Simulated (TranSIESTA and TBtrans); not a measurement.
Junction: Al point contact of 3 atoms in a row between two rods. Leads: fcc Al rod along [100], layers of 5 and 4 atoms, a = 4.04 Å. Geometry: as built, not relaxed. Transport runs along z; the first 18 and the last 18 of the 70 atoms are the lead cells, repeated to infinity.

```xyz
70
Lattice="14.213 0.000 0.000 0.000 14.213 0.000 0.000 0.000 37.576" Properties=species:S:1:pos:R:3 pbc="F F T"
Al     7.107     7.107     0.000
Al     9.963     7.107     0.000
Al     7.107     9.963     0.000
Al     4.250     7.107     0.000
Al     7.107     4.250     0.000
Al     8.535     8.535     2.020
Al     5.678     8.535     2.020
Al     8.535     5.678     2.020
Al     5.678     5.678     2.020
Al     7.107     7.107     4.040
Al     9.963     7.107     4.040
Al     7.107     9.963     4.040
Al     4.250     7.107     4.040
Al     7.107     4.250     4.040
Al     8.535     8.535     6.060
Al     5.678     8.535     6.060
Al     8.535     5.678     6.060
Al     5.678     5.678     6.060
Al     7.107     7.107     8.080
Al     9.963     7.107     8.080
Al     7.107     9.963     8.080
Al     4.250     7.107     8.080
Al     7.107     4.250     8.080
Al     8.535     8.535    10.100
Al     5.678     8.535    10.100
Al     8.535     5.678    10.100
Al     5.678     5.678    10.100
Al     7.107     7.107    12.120
Al     9.963     7.107    12.120
Al     7.107     9.963    12.120
Al     4.250     7.107    12.120
Al     7.107     4.250    12.120
Al     8.535     8.535    14.140
Al     5.678     8.535    14.140
Al     8.535     5.678    14.140
Al     5.678     5.678    14.140
Al     7.107     7.107    16.160
Al     7.107     7.107    18.788
Al     7.107     7.107    21.416
Al     8.535     8.535    23.436
Al     5.678     8.535    23.436
Al     8.535     5.678    23.436
Al     5.678     5.678    23.436
Al     7.107     7.107    25.456
Al     9.963     7.107    25.456
Al     7.107     9.963    25.456
Al     4.250     7.107    25.456
Al     7.107     4.250    25.456
Al     8.535     8.535    27.476
Al     5.678     8.535    27.476
Al     8.535     5.678    27.476
Al     5.678     5.678    27.476
Al     7.107     7.107    29.496
Al     9.963     7.107    29.496
Al     7.107     9.963    29.496
Al     4.250     7.107    29.496
Al     7.107     4.250    29.496
Al     8.535     8.535    31.516
Al     5.678     8.535    31.516
Al     8.535     5.678    31.516
Al     5.678     5.678    31.516
Al     7.107     7.107    33.536
Al     9.963     7.107    33.536
Al     7.107     9.963    33.536
Al     4.250     7.107    33.536
Al     7.107     4.250    33.536
Al     8.535     8.535    35.556
Al     5.678     8.535    35.556
Al     8.535     5.678    35.556
Al     5.678     5.678    35.556
```

Run with TranSIESTA and TBtrans (open boundaries, self-consistent; PseudoDojo norm-conserving potentials, scalar-relativistic): PAO.BasisSize SZP, PAO.EnergyShift 0.15 eV, XC.Authors PBE, Mesh.Cutoff 150 Ry, ElectronicTemperature 300 K, TS.Voltage 0.0 eV, TBT.Elecs.Eta 0.001 eV, no spin polarisation.

Energies count from the leads' Fermi level. Transmissions are for one spin of a degenerate pair. The energy step is 0.02 eV; narrower resonances are cut or missed.

| E (eV) | T |
|---|---|
| -0.20 | 0.557 |
| -0.16 | 0.604 |
| -0.12 | 0.654 |
| -0.08 | 0.707 |
| -0.04 | 0.771 |
| 0.00 | 0.875 |
| 0.04 | 1.46 |
| 0.08 | 1.66 |
| 0.12 | 1.70 |
| 0.16 | 1.73 |
| 0.20 | 1.74 |

Problem. Give the zero-bias conductance in μS and the resistance at 300 K.

Solution. At the Fermi level T = 0.875. Averaged with −∂f/∂E over the full grid (kT = 25.9 meV) it is 1.01. With G0 = 2e²/h = 77.48 μS, G = 78.3 μS and R = 1/G = 12.8 kΩ.

Problem. Estimate the thermopower by Mott's formula S = −(π²/3)(kB²T/e) d ln T/dE from the rows at -0.04 and 0.04 eV.

Solution. d ln T/dE = 7.98 eV⁻¹ and (π²/3) kB²T/e = 7.33 μV/K · eV, so S = -58 μV/K; the full integral gives -43 μV/K. A negative sign means that T rises with energy over the thermal window.

Problem. The eigenchannels at the Fermi level transmit 0.373, 0.373, 0.129. What Fano factor of the shot noise follows at low temperature and bias?

Solution. F = Σ τ(1 − τ)/Σ τ = 0.580/0.875 = 0.66.

The leads' channel count changes near 0.03 eV, within the thermal window, so values at the Fermi level hang on where that band edge falls.
